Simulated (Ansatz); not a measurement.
## Response to strain in BeSe

The parent structure is BeSe in the zinc blende structure (space group F-43m, No. 216).

```
BeSe
1.0
    0.00000     2.56445     2.56445
    2.56445     0.00000     2.56445
    2.56445     2.56445     0.00000
Be Se
1 1
Direct
  0.00000   0.00000   0.00000
  0.25000   0.25000   0.25000
```

Strains are applied to the cell and any free atomic positions relax.

The values are results of Ansatz (a first-principles code), PBEsol, PAW, cutoff 420 eV, without spin-orbit coupling, not measurements.

Notes on the quantities. energy relative to the base: free energy F.

```csv
isotropic strain (%),energy relative to the base (meV/atom)
-3,37.0
-2,15.9
-1.5,8.8
-1,3.9
-0.5,?
0,0.0
0.5,0.9
2,14.3
2.5,21.9
```

Q: Fit ΔE = Aε² + Bε³ (ε in %) to the rows shown and predict the withheld row.

A: Least squares on the printed values gives A = 3.78 and B = -0.11 meV/atom (largest residual 0.1 meV/atom); this predicts 1.0 meV/atom, and the run gives 0.9 meV/atom, in agreement.

Stability against distortions was not tested.
